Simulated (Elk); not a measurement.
Elk run on Cs (Im-3m, 1 atom in the cell): self-consistent single point.

Method: PBEsol, all-electron FP-LAPW, Elk's shipped species files, APW+lo basis with extra local orbitals run with Elk.

```
Cs
1.0
   -3.03475     3.03475     3.03475
    3.03475    -3.03475     3.03475
    3.03475     3.03475    -3.03475
Cs
1
Direct
  0.00000   0.00000   0.00000
```

Reference input (self-consistent single point, DFT, PBEsol, all-electron FP-LAPW, Elk's shipped species files, APW+lo basis with extra local orbitals): xctype = 22; rgkmax = 7.5; swidth = 0.00367493 Ha; ngridk = 7 7 7; gmaxvr = 14 1/bohr; nxlo = 2; lorbcnd = true; lmaxi = 2; maxscl = 100. This run's input differs from it in these lines:

```diff
@@ -24,2 +24,8 @@
 
+epspot
+  3.7e-16
+
+epsengy
+  3.7e-14
+
 maxscl
```

Log, with long lists cut:

```
│ Self-consistent loop started │
│ Loop number : 1 │
 total energy                :     -7787.72380503
│ Loop number : 2 │
 total energy                :     -7787.74106169
RMS change in Kohn-Sham potential (target) :   0.6170983896E-01 (  0.3700000000E-15)
Absolute change in total energy (target)   :   0.1725665748E-01 (  0.3700000000E-13)
│ Loop number : 3 │
 total energy                :     -7787.74852899
RMS change in Kohn-Sham potential (target) :   0.5829287419E-01 (  0.3700000000E-15)
Absolute change in total energy (target)   :   0.1178146875E-01 (  0.3700000000E-13)
│ Loop number : 4 │
   [... lines left out ...]
Absolute change in total energy (target)   :   0.5117999535E-07 (  0.3700000000E-13)
│ Loop number : 98 │
 total energy                :     -7787.20042209
RMS change in Kohn-Sham potential (target) :   0.1992699902E-08 (  0.3700000000E-15)
Absolute change in total energy (target)   :   0.4072444426E-07 (  0.3700000000E-13)
│ Loop number : 99 │
 total energy                :     -7787.20042201
RMS change in Kohn-Sham potential (target) :   0.2700166479E-08 (  0.3700000000E-15)
Absolute change in total energy (target)   :   0.6513619155E-07 (  0.3700000000E-13)
│ Loop number : 100 │
Reached self-consistent loops maximum

Energies :
 Fermi                       :     0.592250950365E-01
 total energy                :     -7787.20042208

Density of states at Fermi energy :    32.10342099
 (states/Hartree/unit cell)

Estimated indirect band gap :   0.5121719280E-02
 from k-point      4 to k-point     15
Estimated direct band gap   :   0.4267033681E-01
 at k-point      4

Charges :
 core                        :    36.00000000
 valence                     :    19.00000000
 interstitial                :    2.016311693
 muffin-tins (core leakage)
  species :    1 (Cs)
   atom    1                 :    52.98368831     (  0.1241472454E-04)
 total in muffin-tins        :    52.98368831
 total calculated charge     :    54.99809291
 total charge                :    55.00000000
 error                       :   0.1907090851E-02

│ Self-consistent loop stopped │
```

The run ended unconverged after 100 iterations. 

The starting cell has typed, rounded lattice constants, without a prior relaxation at this level. Its lattice was rescaled by up to half a per cent. Values depend on the basis (sphere radii, cutoffs, local orbitals), which need not be converged.

Cost on one core of a shared machine: roughly 50 s.
